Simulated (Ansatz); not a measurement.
Take LaB₆ (space group Pm-3m, No. 221) as the base.

```
CELL_PARAMETERS angstrom
      4.12989     0.00000     0.00000
      0.00000     4.12989     0.00000
      0.00000     0.00000     4.12989
ATOMIC_POSITIONS crystal
  La 0.00000 0.00000 0.00000
  B  0.19962 0.50000 0.50000
  B  0.80038 0.50000 0.50000
  B  0.50000 0.50000 0.19962
  B  0.50000 0.50000 0.80038
  B  0.50000 0.19962 0.50000
  B  0.50000 0.80038 0.50000
```

The values are results of PBEsol (Ansatz, a first-principles code; PAW; 420 eV plane waves; no SOC), not measurements.

Base values:

| Quantity | Result |
|---|---|
| Lattice parameter a | 4.130 Å |

The change: hydrostatic tension (pressure −2 GPa).

Estimate the effect on the lattice parameter a.

The lattice parameter a increases by 0.0155 Å (4.130 Å → 4.145 Å).

Load acts through the strain it causes; cell and atoms are relaxed under it. No phonon test of stability was made. The final runs are not spin-polarised. An odd electron count without spin: LaB6.
